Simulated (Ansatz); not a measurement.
Here is the system:

End structure of a constructed model of the (0001) surface of hcp Ru, a layer of Re in place of the second plane (bottom of the slab: a bare face, its two planes held):

```yaml
crystal:
  lattice:
    - [2.72140, 0.00000, 0.00000]
    - [-1.36070, 2.35680, 0.00000]
    - [0.00000, 0.00000, 27.00000]
  atoms:
    - { symbol: Ru, position: [0.66667, 0.33333, 0.30014] }
    - { symbol: Ru, position: [0.33333, 0.66667, 0.37964] }
    - { symbol: Ru, position: [0.66667, 0.33333, 0.45809] }
    - { symbol: Ru, position: [0.33333, 0.66667, 0.53896] }
    - { symbol: Re, position: [0.66667, 0.33333, 0.62062] }
    - { symbol: Ru, position: [0.33333, 0.66667, 0.69720] }
```

Model: 6-atom slab, 10.8 Å thick at the start with caps and adatoms (thin: gaps and levels are the slab's own), 16x16x1 mesh, Fermi-Dirac 0.1 eV, dipole correction, 2 atoms held, the rest relaxed; symmetry of the start imposed; no spin, no spin-orbit, no U. In PBE it is, or lies within 0.01 eV a 1x1 cell of, the lowest of the 2 structures of its composition computed so far; subsurface sites and larger cells were not tried.

Q: Estimate the work function of the top face that PBE in Ansatz (a quantum-chemistry and plane-wave program) returns for this input.

A: 4.55 eV
